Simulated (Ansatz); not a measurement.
We consider 1T (CdI2-type) PtTe₂, described by rVV10 (Ansatz, a quantum-chemistry and plane-wave program, plane waves, PAW).

Settings: plane-wave cutoff 520 eV, 18×18×12 k mesh (along the axes of the cell as run), Fermi–Dirac smearing 0.05 eV, scalar-relativistic PAW data made under PBE.

Energies at three volumes about the minimum:

| V (Å³/atom) | E − E_lowest (meV/atom) |
|---|---|
| 26.035 | 1.72 |
| 26.567 | 0.00 |
| 27.098 | 1.42 |

### Question
Fit a parabola by hand: where is the minimum, and what is the bulk modulus?

### Answer
Slopes: (0.00 − 1.72)/(26.567 − 26.035) = -3.233 and (1.42 − 0.00)/(27.098 − 26.567) = 2.674 meV/Å³. Curvature E″ = 2 × (2.674 − (-3.233))/(27.098 − 26.035) = 11.114 meV/Å⁶. From the middle of the first interval, the slope vanishes at V0 = 26.3010 − (-3.233)/11.114 = 26.592 Å³/atom. B = V0 E″ = 26.592 × 11.114 meV/Å³ × 0.1602 GPa per meV/Å³ = 47.4 GPa. The full Birch–Murnaghan fit to all volumes gives V0 = 26.574 Å³/atom and B0 = 46.8 GPa.

Shape and atoms are relaxed at each volume.

Note: the bulk modulus comes from volumes at which shape and atoms were relaxed.
